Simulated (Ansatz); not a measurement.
An Ansatz (a first-principles code) run: TiB2 with a change (Ti → Hf); r2SCAN, PAW, 500 eV (Ansatz; spin-orbit coupling left out), earlier PAW set.

Input:

Ansatz 0.2 input:
```yaml
crystal:
  lattice:
    - [3.1365109195, 0, 0]
    - [-1.5682554597, 2.7162981355, 0]
    - [0, 0, 3.4796711428]
  atoms:
    - { symbol: Hf, position: [0, 0, 0] }
    - { symbol: B, position: [0.3333333333, 0.6666666667, 0.5] }
    - { symbol: B, position: [0.6666666667, 0.3333333333, 0.5] }
basis: { ecutwfc: 500, ecutrho_ratio: 4, xc_grid: 4, fft_grid_basis: typed }
kpoints: { mp_grid: { grid: [17, 17, 13] } }
hamiltonian:
  xc: r2scan
  dispersion: none
  pseudopotentials: { azcp: { folder: ./paw }, kind: paw }
scf: { occupations: { method: fermi_dirac, width: 0.05 }, convergence: { dr2_threshold: 0.0000000003 } }
output: { forces: true, stress: true }
checkpoint: { write: state.ck, write_every: 1000 }
```

Output:

```
Pseudopotentials: kind: paw
Pseudopotential: Hf, paw, valence charge 26
Pseudopotential: B, paw, valence charge 3
Functional definition: r2SCAN
Crystal: 3 atoms, lattice volume = 29.646 Å³
Basis set: ecut = 500 eV, 769 PW (Γ), exchange–correlation on 96×96×108 points (64 copies of the dense FFT grid, shifted against one another)
Bands: 20, of which v1, the nominal top of the filled ones, is band 16 counted from 1 (15 counted from 0)
Symmetry: 24 space group operations
Space group: P6/mmm (ITA 191), of the structure as read, at distance tolerance 3.1e-5 Å
k-points: 231 of 3757
PAW frozen core: Hf, regenerated for the run's functional
PAW frozen core: B, regenerated for the run's functional
Initial density: superposition of atomic densities (chi_scale 0.1, normalization cell, long waves kept (reshape's long-wave potential 0.00 eV rms))
Initial wavefunctions: pseudopotential atomic-orbital guess
Eigensolver: davidson
Functional: x = r2scan, c = r2scan; τ floored in thin density (d = 2e-4 eV/Å³)
SCF iter   1: F=—  HF=-16050.307866 eV  |F-HF|=—  |Δ(HF+E_count)|=         —  Δρ=5.89e-2  dr2=1.55e0  dr2_τ=3.99e-1  ethr=3.10e-3  ⟨swp⟩=4.6  Hψ=18414  notcnv=0
all-band conjugate gradients solve this SCF's bands
preconditioner: auto → none
SCF iter   2: F=—  HF=-16050.111240 eV  |F-HF|=—  |Δ(HF+E_count)|=   1.97e-1  Δρ=2.15e-2  dr2=1.21e-1  dr2_τ=4.96e-2  ethr=3.10e-3  ⟨swp⟩=2.6  Hψ=9223  notcnv=0
SCF iter   3: F=—  HF=-16050.097943 eV  |F-HF|=—  |Δ(HF+E_count)|=   1.33e-2  Δρ=1.13e-2  dr2=1.98e-2  dr2_τ=2.26e-3  ethr=3.79e-4  ⟨swp⟩=2.4  Hψ=9705  notcnv=0
SCF iter   4: F=—  HF=-16050.105293 eV  |F-HF|=—  |Δ(HF+E_count)|=   7.35e-3  Δρ=4.84e-3  dr2=3.13e-3  dr2_τ=3.45e-4  ethr=6.20e-5  ⟨swp⟩=2.0  Hψ=9307  notcnv=0
SCF iter   5: F=—  HF=-16050.107189 eV  |F-HF|=—  |Δ(HF+E_count)|=   1.90e-3  Δρ=8.40e-4  dr2=1.04e-4  dr2_τ=2.16e-5  ethr=9.79e-6  ⟨swp⟩=2.0  Hψ=7406  notcnv=0
SCF iter   6: F=—  HF=-16050.107301 eV  |F-HF|=—  |Δ(HF+E_count)|=   1.12e-4  Δρ=1.42e-4  dr2=2.23e-6  dr2_τ=1.64e-7  ethr=3.25e-7  ⟨swp⟩=2.0  Hψ=8232  notcnv=0
SCF iter   7: F=—  HF=-16050.107307 eV  |F-HF|=—  |Δ(HF+E_count)|=   5.09e-6  Δρ=1.58e-5  dr2=8.96e-8  dr2_τ=2.77e-9  ethr=6.97e-9  ⟨swp⟩=2.0  Hψ=8168  notcnv=0
SCF iter   8: F=—  HF=-16050.107307 eV  |F-HF|=—  |Δ(HF+E_count)|=   5.54e-8  Δρ=6.04e-6  dr2=1.05e-8  dr2_τ=1.44e-10  ethr=2.80e-10  ⟨swp⟩=2.1  Hψ=8090  notcnv=0
SCF iter   9: F=-16050.107307 eV  HF=-16050.107307 eV  |F-HF|=1.18e-10  |Δ(HF+E_count)|=   1.20e-8  Δρ=6.21e-7  dr2=1.98e-10  dr2_τ=1.01e-11  ethr=1.00e-12  ⟨swp⟩=4.0  Hψ=22182  notcnv=0
SCF 1 converged in 9 iterations: F = -16050.107307 eV  dr2 = 1.98e-10
SCF converged after 9 iterations
Free energy (F): -16050.107307 eV
Harris-Foulkes:  -16050.107307 eV  (|F-HF|=1.18e-10)
Internal energy: -16050.105867 eV  (E = F + TS)
E sigma→0 (E₀):  -16050.106587 eV
Entropy (-TS):   -0.001440 eV (-0.480 meV/atom)
Fermi energy:    19.400623 eV
--- Per-component energies (eV) ---
  E_band       = 69.697033
  E_kinetic    = 510.963400
  E_local      = -6513.996989  (includes V_loc(G=0)·N_el)
  E_nonlocal   = 71.902379
  E_hartree    = 3210.970964
  E_xc         = -318.128731
  E_vxc        = -367.262754  (∫ρ·V_xc dr)
  E_paw        = -7881.375230  (= ΣΔE_a)
  E_vpaw       = -71.858479  (= ΣTr[D̂ρ^β])
  E_aug_tail   = 0.000089  (compensation charges beyond the density's cutoff)
  E_vtau       = 18.006845  (kinetic-family band-sum trace: ∫τ·v_τ [+ j·A + Jᵃ·Aᵃ] dr)
  E_ewald      = -5130.726418
  E_core_change = 0.284670  (= ΣΔE_core)
  E_smearing   = -0.001440  (= −TS)
  E_closure    = 0.000000  (closes the sum)
  Σ components = -16050.107307   (vs F -16050.107307, Δ=0.00e0)
  [band-id]    e_kinetic+e_local+e_nonlocal+2·e_hartree+e_vxc+e_vpaw+e_augmentation_tail+e_vtau = 69.696419   (vs E_band 69.697033, Δ=-6.14e-4)
--- Forces (eV/Å), atoms counted from 1 ---
  atom   1  Hf     0.00000000    -0.00000000     0.00000000
  atom   2  B      0.00000000    -0.00000000     0.00000000
  atom   3  B     -0.00000000     0.00000000     0.00000000
  max |Σ_I F_I| component: 3.70e-17 eV/Å
--- Stress (GPa, compression-positive) ---
       -0.008735      -0.000000       0.000000
       -0.000000      -0.008735       0.000000
        0.000000       0.000000      -0.003105
  P = ⅓ Tr σ = -0.0069 GPa (-0.069 kbar)
  The stress holds the Pulay correction. Without it, at fixed plane waves, as pw.x and ABINIT print it: P = -0.0327 GPa
  The stress includes an estimate of the error left by incomplete SCF convergence (largest component 0.0002 GPa).
--- Band table ---
  band table: none
```

Whether these cells are dynamically stable was not tested. All final runs are without spin polarisation. The cell was made from TiB2 by this change: Ti → Hf.
